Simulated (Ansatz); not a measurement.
The starting structures come from a database of crystals and need not be the phases stable at ambient conditions.

By PBEsol, the system below comes out a metal.

The ballistic (Sharvin) conductance counts the channels at the Fermi level: G/A = (e²/h) × channels of both spins per area.

Here is the system:

```xyz
5
Lattice="4.5303 0.0000 0.0000 0.0000 6.4068 0.0000 0.0000 3.2034 3.2034" Properties=species:S:1:pos:R:3 pbc="T T T"
Sc     2.2651     1.6017     1.6017
Sc     2.2651     4.8051     1.6017
Sc     0.0000     3.2034     0.0000
Sn     0.0000     0.0000     0.0000
C      2.2651     3.2034     0.0000
```

Space group of this cell: Pm-3m, anti-perovskite. The cell is taken as given; by PBEsol its mean pressure is -3.3 GPa.

The current flows along the normal of the first two printed cell vectors, the (110) plane of the conventional cell. No spin-orbit coupling; the value is a mean over 0.1 eV about the Fermi level.

Q: Give the ballistic conductance per area that PBEsol run with Ansatz (a first-principles code) yields.

A: 0.36 × 10¹⁵ S/m² for both spins.
